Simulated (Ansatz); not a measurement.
```yaml
crystal:
  lattice:
    - [-2.90934, 2.90934, 5.43224]
    - [2.90934, -2.90934, 5.43224]
    - [2.90934, 2.90934, -5.43224]
  atoms:
    - { symbol: Ag, position: [0.00000, 0.00000, 0.00000] }
    - { symbol: Ag, position: [0.75000, 0.25000, 0.50000] }
    - { symbol: Zn, position: [0.25000, 0.75000, 0.50000] }
    - { symbol: Sn, position: [0.50000, 0.50000, 0.00000] }
    - { symbol: S, position: [0.59521, 0.62656, 0.47908] }
    - { symbol: S, position: [0.14748, 0.11613, 0.52092] }
    - { symbol: S, position: [0.37344, 0.85252, 0.96864] }
    - { symbol: S, position: [0.88387, 0.40479, 0.03136] }
```

No spin polarisation.

All numbers come from r2SCAN (Ansatz, a program for electronic structure, PAW, scalar-relativistic without spin-orbit coupling), earlier PAW set. Γ-centred 8×8×8 mesh, Fermi–Dirac width 0.05 eV.

Problem. What is the computed valence-band top at Γ (three highest levels, from the VBM)?

Solution. 0.00, -0.22, -0.22 eV.

Problem. What band gap does the calculation give?

Solution. 0.96 eV.

Problem. What hole mass does the calculation give?

Solution. 0.17 mₑ along c, 1.1 mₑ across (at Γ).

Effective masses come from finite differences of ±0.01 Å⁻¹. No phonon test of stability was made. The cell was made from ZnCu2SnS4 by this change: Cu → Ag; the result is a hypothetical phase, not in the database extracts checked.
